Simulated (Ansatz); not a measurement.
Base system: Ti in the hcp (Mg type) structure (space group P6_3/mmc, No. 194; a = 2.936 Å, c = 4.636 Å).

The other end (x = 1) is Hf in the hcp (Mg type) structure (space group P6_3/mmc, No. 194): 22.35 Å³/atom, gap zero.

Method: DFT with r2SCAN, PAW potentials and a 500 eV plane-wave cutoff in Ansatz (a first-principles code), no SOC.

Hf replaces a fraction x of Ti; each row is one arrangement (x, atoms in the cell, starting space group or random), fully relaxed.

One change was made to it. Results:

The deviation of the volume from the linear (Vegard-type) interpolation is +0.1 %; the shortest interatomic distance grows by 0.034 bohr, from 5.427 bohr to 5.461 bohr.

Which change produced these results?
(A) x(Hf) = 0.167, 6 atoms, P-62m
(B) x(Hf) = 0.75, 8 atoms, Pmmn
(C) x(Hf) = 0.5, 8 atoms, P2_1/m

A, x(Hf) = 0.167, 6 atoms, P-62m. For comparison, the shortest interatomic distance in the other runs: x(Hf) = 0.75, 8 atoms, Pmmn gives 5.705 bohr; x(Hf) = 0.5, 8 atoms, P2_1/m gives 5.545 bohr.

Each cell is one ordered arrangement of few atoms, which overstates ordering effects compared with a random alloy. Stability against distortions was not tested. The final runs are not spin-polarised.
